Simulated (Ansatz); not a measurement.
The reference is ZnGeP₂ in the chalcopyrite structure (space group I-42d, No. 122; a = 5.424 Å, c = 10.709 Å). Axes: x, y, z lie along a, b, c of the conventional cell.

It is then changed as follows: tensile biaxial strain of 4.00 % in the plane normal to [001], as in epitaxy on a mismatched substrate; the out-of-plane cell vector and the atoms relax.

Method: PBEsol (Ansatz, a quantum-chemistry and plane-wave program), no spin-orbit coupling.

Base, band edges from the VBM (valence, conduction): M -1.42, 1.12; G -1.14, 1.55; R -1.14, 1.55; X -0.78, 1.16; Γ 0.00, 1.24; S₀ -0.90, 1.31; S -0.90, 1.31; N -1.02, 2.37; P -1.15, 1.81 eV.

### Question
Give the band edges at the high-symmetry points of the new zone, measured from its valence-band maximum.

### Answer
| point | valence edge (eV) | conduction edge (eV) |
|---|---|---|
| Γ | 0.00 | 0.82 |
| X | -0.87 | 0.82 |
| P | -1.47 | 1.44 |
| N | -1.08 | 2.17 |
| M | -1.64 | 0.86 |
| S | -0.89 | 1.31 |
| S₀ | -0.89 | 1.31 |
| R | -1.22 | 1.28 |
| G | -1.22 | 1.28 |

The gap is 0.70 eV, indirect, Γ → Γ–M (40 % along).

Whether these cells are dynamically stable was not tested.
